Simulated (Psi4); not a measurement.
Psi4 1.11, unrestricted TPSS/def2-svp: Cu(Cl)(OMe)(NH3)2 (C[O][Cu](<-[NH3])(<-[NH3])[Cl]), charge 0, multiplicity 2, 15 atoms. The geometry is a generated start, not checked to be a minimum at this level.

```json
{
 "task": "energy",
 "method": "tpss",
 "basis": "def2-svp",
 "memory": "3 GB",
 "maxiter": "100",
 "keys_of_the_molecule_block": "symmetry c1",
 "scf_type": "df (default)",
 "guess": "auto, which took SAD (default)",
 "scf_initial_accelerator": "adiis (default)",
 "e_convergence": "1e-06 (default)",
 "d_convergence": "1e-06 (default)",
 "dft_radial_points": "75 (default)",
 "dft_spherical_points": "302 (default)",
 "basis_functions": "150",
 "grid_points": "320995"
}
```

```xyz
15

Cu     0.6371     0.0582     0.2942
Cl     2.0958     0.8916     1.6751
O     -0.7367    -0.5594    -0.7867
C     -1.9584     0.0461    -0.6251
H     -1.9381     1.1218    -0.8715
H     -2.6758    -0.4336    -1.3063
H     -2.3534    -0.0590     0.4000
N      0.3766    -1.6780     1.5487
H     -0.3074    -2.2621     1.0801
H      0.0578    -1.4125     2.4743
H      1.2664    -2.1559     1.6242
N      1.2960     1.4559    -1.2112
H      0.5901     2.1492    -1.4262
H      1.5293     0.9352    -2.0482
H      2.1206     1.9024    -0.8214
```

Charge 0 and multiplicity 2 are set for this test and not shown to be the ground state.

One run each on 2 threads. Values of diis_max_vecs tried: 3, 6, 10 (default), 20.

### Question
Predict the course of the SCF iterations along this series.

### Answer
Fewest SCF iterations, within one of each other: 10 (default) with 13, 20 with 13. The count rises to 22 at 3. All converge to one solution.

| diis_max_vecs | SCF iterations | end |
|---|---|---|
| 3 | 22 | same solution |
| 6 | 15 | same solution |
| 10 (default) | 13 | same solution |
| 20 | 13 | same solution |
